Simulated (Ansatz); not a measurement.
## WSe2 under a change: pressure 10 GPa

Take WSe₂ in the 2H-MoS2 type structure (space group P6_3/mmc, No. 194; a = 3.2791 Å, c = 12.7861 Å; layered, stacked along the Cartesian z axis) as the base.

Perturbation: a hydrostatic pressure of 10 GPa.

Computed with Ansatz (a program for electronic structure) PBE-D3(BJ), no spin-orbit coupling. k-mesh 12×12×3 (Γ-centred); smearing 0.05 eV (Fermi–Dirac).

| quantity | base | changed | shift |
|---|---|---|---|
| volume per atom | 19.84 Å³ | 17.61 Å³ | -2.23 Å³ |
| density | 9.53 g/cm³ | 10.74 g/cm³ | +1.21 g/cm³ |
| c/a ratio | 3.899 | 3.767 | -0.132 |
| enthalpy H = E + PV relative to the base's energy | – | +1.16 eV/atom | – |
| band gap | 0.87 eV | 0.47 eV | -0.406 eV |
| gap character | indirect, Γ → K–Γ (47 % along) | indirect, Γ → K–Γ (47 % along) | – |
| width of the top valence band | 1.52 eV | 1.67 eV | +0.15 eV |
| hole mass | 1.3 mₑ along c, 0.70 mₑ across (at Γ) | 2.5 mₑ along c, 0.47 mₑ across (at Γ) | – |
| valence-band top at Γ (three highest levels, from the VBM) | 0.00, -0.96, -1.20 eV | 0.00, -0.51, -1.46 eV | – |

Final structure:

```
CELL_PARAMETERS angstrom
      3.18774     0.00000     0.00000
     -1.59387     2.76067     0.00000
      0.00000     0.00000    12.00872
ATOMIC_POSITIONS crystal
  W  0.33333 0.66667 0.25000
  W  0.66667 0.33333 0.75000
  Se 0.33333 0.66667 0.60886
  Se 0.66667 0.33333 0.10886
  Se 0.66667 0.33333 0.39114
  Se 0.33333 0.66667 0.89114
```

With W present, leaving out spin-orbit coupling can change the band edges. Load acts through the strain it causes; cell and atoms are relaxed under it. Effective masses come from finite differences of ±0.01 Å⁻¹. Whether these cells are dynamically stable was not tested. Competing high-pressure phases were not computed.
